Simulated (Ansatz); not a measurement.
```
CELL_PARAMETERS angstrom
      0.03690     3.23724     3.23724
      3.23724     0.03690     3.23724
      3.27414     3.27414     0.00000
ATOMIC_POSITIONS crystal
  Sn 0.00195 0.00195 0.99805
  Sn 0.24805 0.24805 0.25195
```

No spin polarisation.

Calculations: DFT with LDA, PAW potentials and a 420 eV plane-wave cutoff in Ansatz (a first-principles code), scalar-relativistic without spin-orbit coupling. k-mesh 16×16×16 (Γ-centred); smearing 0.1 eV (Fermi–Dirac).

**Question.** Predict the band gap, stress and space group.

**Answer.** 
* **Band gap**: zero
* **Stress (xx, yy, zz, yz, xz, xy; compression positive)**: (0.0, 0.0, 0.0, 0.0, 0.0, -0.7) GPa
* **Space group**: Imma (No. 74)

The cells carry an imposed strain or load. No phonon test of stability was made. The cell was made from Sn in the diamond structure (space group Fd-3m, No. 227) by this change: tensor shear ε_xy = +1.14 %.
